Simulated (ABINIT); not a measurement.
A self-consistent single point of Ca₂Sn (Fm-3m, 3 atoms in the cell) with ABINIT.

Level of theory: LDA (PW92), norm-conserving pseudopotentials (PseudoDojo nc-sr-04 LDA standard) (plane waves; ABINIT).

```xyz
3
Lattice="0.0000 3.7250 3.7250 3.7250 0.0000 3.7250 3.7250 3.7250 0.0000" Properties=species:S:1:pos:R:3 pbc="T T T"
Ca     5.5874     5.5874     5.5874
Ca     1.8625     1.8625     1.8625
Sn     0.0000     0.0000     0.0000
```

Reference input (self-consistent single point, DFT, LDA (PW92), plane waves, norm-conserving pseudopotentials (PseudoDojo nc-sr-04 LDA standard)): pseudos = [Ca.upf, Sn.upf]; ecut = 36 Ha; occopt = 7; tsmear = 0.00183747 Ha; ngkpt = 7 7 7; nshiftk = 1; shiftk = 0 0 0; potentials = PseudoDojo nc-sr-04 LDA standard; nband = 23; kptopt = 1; nstep = 80; tolvrs = 1e-10. This run's input differs from it in these lines:

```diff
@@ -21,3 +21,3 @@
 kptopt 1
-ngkpt 7 7 7
+ngkpt 5 5 5
 nshiftk 1
```

Output (repeated stretches shortened):

```
--- !BeginCycle
solver: {iscf: 7, nstep: 80, nline: 4, wfoptalg: 0, }
tolerances: {tolvrs: 1.00E-10, }
...

     iter   Etot(hartree)      deltaE(h)  residm     vres2
 ETOT  1  -155.49285636238    -1.555E+02 4.119E-01 1.075E+02
 ETOT  2  -155.99948490736    -5.066E-01 1.166E-02 1.768E+01
 ETOT  3  -156.00145918370    -1.974E-03 2.799E-03 2.964E+00
 ETOT  4  -156.00182235673    -3.632E-04 2.373E-03 4.411E-01
 ETOT  5  -156.00185171977    -2.936E-05 1.473E-03 3.615E-02
   [... 6 lines left out ...]
 ETOT 12  -156.00185634185    -1.606E-11 1.277E-04 4.289E-09
 ETOT 13  -156.00185634186    -1.276E-11 9.083E-05 2.346E-10
 ETOT 14  -156.00185634186     5.627E-12 7.973E-05 1.103E-10
 ETOT 15  -156.00185634186    -3.041E-12 7.493E-05 9.881E-13
 At SCF step   15       vres2   =  9.88E-13 < tolvrs=  1.00E-10 =>converged.

 Cartesian components of stress tensor (hartree/bohr^3)
  sigma(1 1)=  4.17679785E-05  sigma(3 2)=  0.00000000E+00
  sigma(2 2)=  4.17679785E-05  sigma(3 1)=  0.00000000E+00
  sigma(3 3)=  4.17679785E-05  sigma(2 1)=  0.00000000E+00

 ----iterations are completed or convergence reached----

 reduced coordinates (array xred) for    3 atoms
       0.750000000000      0.750000000000      0.750000000000
       0.250000000000      0.250000000000      0.250000000000
       0.000000000000      0.000000000000      0.000000000000
 cartesian forces (eV/Angstrom) at end:
    1      0.00000000000000    -0.00000000000000    -0.00000000000000
    2     -0.00000000000000     0.00000000000000     0.00000000000000
   [... lines left out ...]
 Fermi (or HOMO) energy (hartree) =   0.14042   Average Vxc (hartree)=  -0.32398
 Fermi (or HOMO) energy (eV) =   3.82097   Average Vxc (eV)=  -8.81607
   [... lines left out ...]
total_energy        : -1.56001856341860E+02
total_energy_eV     : -4.24502639579094E+03
band_energy         : -1.88357498260703E+01
...

-Cartesian components of stress tensor (GPa)         [Pressure= -1.2289E+00 GPa]
- sigma(1 1)=  1.22885615E+00  sigma(3 2)=  0.00000000E+00
- sigma(2 2)=  1.22885615E+00  sigma(3 1)=  0.00000000E+00
- sigma(3 3)=  1.22885615E+00  sigma(2 1)=  0.00000000E+00

 Calculation completed.
```

The run converged in 15 iterations. Against the reference run the free energy goes up by 1.9 meV/atom, the pressure stays at -1.23 GPa and the gap on the mesh goes from 0.735 to 0.819 eV.

The starting cell comes from a database of computed structures (which also holds hypothetical and non-ambient phases and stackings), without a prior relaxation at this level. Its lattice was rescaled by a random factor within 2.5 % of one. Another mesh or the band path of this cell gives a smaller gap, so this value is not converged in the mesh.

Cost on one core of a shared machine: roughly 2 min.
